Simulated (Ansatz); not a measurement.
Sc₂In (space group P6_3/mmc, No. 194; a cell from a computed database, its experimental status unchecked)

```cif
data_In2Sc4
_chemical_formula_sum 'Sc4 In2'
_space_group_name_H-M_alt 'P63/mmc'
_space_group_IT_number 194
_space_group_name_Hall '-P 6c 2c'
_cell_length_a 4.98875
_cell_length_b 4.98875
_cell_length_c 6.20354
_cell_angle_alpha 90.000
_cell_angle_beta 90.000
_cell_angle_gamma 120.000
loop_
_atom_site_label
_atom_site_type_symbol
_atom_site_symmetry_multiplicity
_atom_site_Wyckoff_symbol
_atom_site_fract_x
_atom_site_fract_y
_atom_site_fract_z
_atom_site_occupancy
Sc1 Sc 2 a 0.00000 0.00000 0.00000 1
Sc2 Sc 2 d 0.66667 0.33333 0.25000 1
In1 In 2 c 0.33333 0.66667 0.25000 1
```

Calculations: PBEsol (Ansatz, a first-principles code), scalar-relativistic without spin-orbit coupling. k-mesh 11×11×8 (Γ-centred); smearing 0.05 eV (Fermi–Dirac).

| Property | Value |
|---|---|
| Volume per atom | 22.28 Å³ |
| Density | 5.09 g/cm³ |
| Band gap | zero |
| Total energy | -3249.808 eV/atom (σ→0; compares only within this code and set-up) |

No phonon test of stability was made. All final runs are without spin polarisation. Sc2In has a high density of states at the Fermi level and may be magnetic at this level.
